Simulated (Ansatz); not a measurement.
**Worked example: self-consistent single point of a (001) slab of ScAg2 (cut from a parent of space group no. 139; 6 atoms in the cell) in Ansatz (a quantum-chemistry and plane-wave program)**

Level of theory: PBEsol, default PAW files made with PBE (plane waves; Ansatz).

The input file:

Ansatz 0.2 input:
```yaml
# Ag2Sc
crystal:
  lattice:
    - [3.548874, 0.000000, 0.000000]
    - [0.000000, 3.548874, 0.000000]
    - [0.000000, 0.000000, 21.460612]
  atoms:
    - { symbol: Sc, position: [0.000000, 0.000000, 0.604298] }
    - { symbol: Ag, position: [0.500000, 0.500000, 0.673821] }
    - { symbol: Ag, position: [0.000000, 0.000000, 0.326179] }
    - { symbol: Sc, position: [0.500000, 0.500000, 0.395702] }
    - { symbol: Ag, position: [0.000000, 0.000000, 0.465224] }
    - { symbol: Ag, position: [0.500000, 0.500000, 0.534776] }
basis:
  ecutwfc: 420.0
kpoints:
  mp_grid: { grid: [9, 9, 1] }
hamiltonian:
  xc: pbesol
  pseudopotentials: { kind: paw }
scf:
  occupations: { method: fermi_dirac, width: 0.1 }
output:
  forces: true
  eigenvalues: true
  stress: true
```

Output, abridged:

```
WARN ansatz: RAYON_NUM_THREADS=1 ignored (pool sized by the plan → 1); use --threads N
Pseudopotentials: kind: paw
Pseudopotential: Sc, paw, valence charge 11
Pseudopotential: Ag, paw, valence charge 19
Crystal: 6 atoms, lattice volume = 270.286 Å³
Basis set: ecut = 420 eV, 5275 PW (Γ), exchange–correlation on 48×48×288 points (8 copies of the dense FFT grid, shifted against one another)
Bands: 59, of which v1, the nominal top of the filled ones, is band 49 counted from 1 (48 counted from 0)
Symmetry: 16 space group operations
Space group: P4/nmm (ITA 129), of the structure as read, at distance tolerance 6.5e-5 Å
k-points: 15 of 81
PAW frozen core: Sc, regenerated for the run's functional, and the local potential with it
PAW frozen core: Ag, regenerated for the run's functional, and the local potential with it
Initial density: superposition of atomic densities (neutral atoms: chi_scale 0, normalization atom), corrected by the library's trained network
Initial wavefunctions: pseudopotential atomic-orbital guess
Eigensolver: davidson
Functional: x = pbesol(κ = 0.804, μ = 0.12345679012345678), c = pbesol(β = 0.046)
SCF iter   1: F=—  HF=-34311.298850 eV  |F-HF|=—  |Δ(HF+E_count)|=         —  Δρ=4.53e-3  dr2=1.02e-1  ethr=1.77e-3  ⟨swp⟩=6.9  Hψ=3286  notcnv=0
all-band conjugate gradients solve this SCF's bands
preconditioner: auto → LDOS
SCF iter   2: F=—  HF=-34311.310782 eV  |F-HF|=—  |Δ(HF+E_count)|=   1.19e-2  Δρ=6.40e-3  dr2=1.01e-1  ethr=1.04e-4  ⟨swp⟩=2.1  Hψ=1891  notcnv=0
SCF iter   3: F=—  HF=-34311.287571 eV  |F-HF|=—  |Δ(HF+E_count)|=   2.32e-2  Δρ=1.76e-3  dr2=9.43e-3  ethr=1.03e-4  ⟨swp⟩=2.8  Hψ=1604  notcnv=0
SCF iter   4: F=—  HF=-34311.285681 eV  |F-HF|=—  |Δ(HF+E_count)|=   1.89e-3  Δρ=3.50e-4  dr2=9.59e-4  ethr=9.62e-6  ⟨swp⟩=2.0  Hψ=1289  notcnv=0
SCF iter   5: F=—  HF=-34311.285536 eV  |F-HF|=—  |Δ(HF+E_count)|=   1.46e-4  Δρ=2.16e-4  dr2=1.69e-4  ethr=9.78e-7  ⟨swp⟩=2.1  Hψ=1319  notcnv=0
SCF iter   6: F=—  HF=-34311.285493 eV  |F-HF|=—  |Δ(HF+E_count)|=   4.28e-5  Δρ=6.31e-5  dr2=1.52e-5  ethr=1.72e-7  ⟨swp⟩=2.0  Hψ=1258  notcnv=0
SCF iter   7: F=—  HF=-34311.285555 eV  |F-HF|=—  |Δ(HF+E_count)|=   6.21e-5  Δρ=1.96e-5  dr2=1.89e-6  ethr=1.55e-8  ⟨swp⟩=2.0  Hψ=1277  notcnv=0
SCF iter   8: F=—  HF=-34311.285555 eV  |F-HF|=—  |Δ(HF+E_count)|=   5.38e-7  Δρ=7.19e-6  dr2=1.58e-7  ethr=1.93e-9  ⟨swp⟩=2.3  Hψ=1273  notcnv=0
SCF iter   9: F=-34311.285556 eV  HF=-34311.285556 eV  |F-HF|=2.89e-9  |Δ(HF+E_count)|=   1.66e-7  Δρ=1.56e-6  dr2=5.64e-9  ethr=1.02e-10  ⟨swp⟩=6.5  Hψ=3315  notcnv=0
SCF 1 converged in 9 iterations: F = -34311.285556 eV  dr2 = 5.64e-9
SCF converged after 9 iterations
Free energy (F): -34311.285556 eV
Harris-Foulkes:  -34311.285556 eV  (|F-HF|=2.89e-9)
Internal energy: -34311.111687 eV  (E = F + TS)
E sigma→0 (E₀):  -34311.198621 eV
Entropy (-TS):   -0.173869 eV (-28.978 meV/atom)
Fermi energy:    3.645376 eV
--- Per-component energies (eV) ---
  E_band       = -2479.788610
  E_kinetic    = 2627.541841
  E_local      = -94246.603459  (includes V_loc(G=0)·N_el)
  E_nonlocal   = 492.281295
  E_hartree    = 45856.291965
  E_xc         = -939.637124
  E_vxc        = -1192.047864  (∫ρ·V_xc dr)
  E_paw        = -17199.354051  (= ΣΔE_a)
  E_vpaw       = -1873.548433  (= ΣTr[D̂ρ^β])
  E_aug_tail   = 0.001206  (compensation charges beyond the density's cutoff)
  E_ewald      = 29096.817634
  E_core_change = 1.549006  (= ΣΔE_core)
  E_smearing   = -0.173869  (= −TS)
  E_closure    = -0.000000  (closes the sum)
  Σ components = -34311.285556   (vs F -34311.285556, Δ=0.00e0)
--- Forces (eV/Å), atoms counted from 1 ---
  atom   1  Sc     0.00000000     0.00000000     0.04552415
  atom   2  Ag     0.00000000     0.00000000    -0.16194129
  atom   3  Ag     0.00000000     0.00000000     0.16194129
  atom   4  Sc     0.00000000     0.00000000    -0.04552415
  atom   5  Ag     0.00000000     0.00000000     0.23352566
  atom   6  Ag     0.00000000     0.00000000    -0.23352566
  max |Σ_I F_I| component: 2.78e-17 eV/Å
--- Stress (GPa, compression-positive) ---
       -2.526248       0.000000       0.000000
        0.000000      -2.526248       0.000000
        0.000000       0.000000      -0.802141
  P = ⅓ Tr σ = -1.9515 GPa (-19.515 kbar)
  The stress holds the Pulay correction. Without it, at fixed plane waves, as pw.x and ABINIT print it: P = -1.9642 GPa
--- Band table (eV; the first three rows and the last of 15) ---
  k-point 0: bands = ["-88.8784", "-88.8687", "-88.4422", "-88.4422", "-52.3916", "-52.3658", "-52.3658", "-52.3628", "-52.3186", "-52.3186", "-51.9543", "-51.9543", "-51.9543", "-51.9543", "-51.8972", "-51.8971", "-46.3234", "-46.3229", "-25.0286", [...]
  k-point 1: bands = ["-88.8780", "-88.8690", "-88.4422", "-88.4422", "-52.3917", "-52.3731", "-52.3643", "-52.3556", "-52.3200", "-52.3197", "-51.9551", "-51.9551", "-51.9543", "-51.9543", "-51.8971", "-51.8970", "-46.3225", "-46.3220", "-25.0271", [...]
  k-point 2: bands = ["-88.8772", "-88.8698", "-88.4421", "-88.4421", "-52.3920", "-52.3808", "-52.3601", "-52.3479", "-52.3239", "-52.3228", "-51.9569", "-51.9569", "-51.9542", "-51.9542", "-51.8969", "-51.8969", "-46.3203", "-46.3199", "-25.0339", [...]
  k-point 14: bands = ["-88.8733", "-88.8730", "-88.4418", "-88.4418", "-52.3824", "-52.3774", "-52.3764", "-52.3702", "-52.3188", "-52.3180", "-51.9598", "-51.9598", "-51.9598", "-51.9598", "-51.8961", "-51.8961", "-46.3101", "-46.3101", [...]
```

The run converged in 9 iterations.

The starting cell comes from a database of computed structures (which also holds hypothetical and non-ambient phases and stackings), without a prior relaxation at this level. The slab is cut from that crystal, and its faces are unrelaxed. Its lattice was rescaled by up to half a per cent.
